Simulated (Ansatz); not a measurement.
**Effect of pressure 7.5 GPa on ZrS2**

The parent structure is ZrS$_{2}$ in the CdI2 type structure (space group P-3m1, No. 164; a = 3.578 Å, c = 5.540 Å; layered, stacked along the Cartesian z axis).

Perturbation: cell and atoms relaxed at a pressure of 7.5 GPa.

Computed with DFT with PBEsol-D3(BJ), PAW potentials and a 420 eV plane-wave cutoff in Ansatz (an electronic-structure program), without spin-orbit coupling. Γ-centred 11×11×6 mesh, Fermi–Dirac width 0.05 eV.

The volume per atom falls by 2.20 Å³ (20.48 Å³ → 18.28 Å³) and the density increases by 0.50 g/cm³ to 4.70 g/cm³. The c/a ratio falls by 0.0275, from 1.548 to 1.521 and the shortest interatomic distance falls by 0.0361 Å to 2.497 Å. The enthalpy H = E + PV relative to the base's energy is +0.90 eV/atom and the band gap goes from 0.29 eV to zero.

Final structure:

```xyz
3
Lattice="3.4659 0.0000 0.0000 -1.7330 3.0016 0.0000 0.0000 0.0000 5.2711" Properties=species:S:1:pos:R:3 pbc="T T T"
Zr     0.0000     0.0000     0.0000
S      0.0000     2.0011     1.4943
S      1.7330     1.0005     3.7768
```

The mesh was chosen for an insulator and is coarse for the gapless case. Load acts through the strain it causes; cell and atoms are relaxed under it. Whether these cells are dynamically stable was not tested. Competing high-pressure phases were not computed. All final runs are without spin polarisation. The zero or small gap of ZrS2 can change with the level of theory.
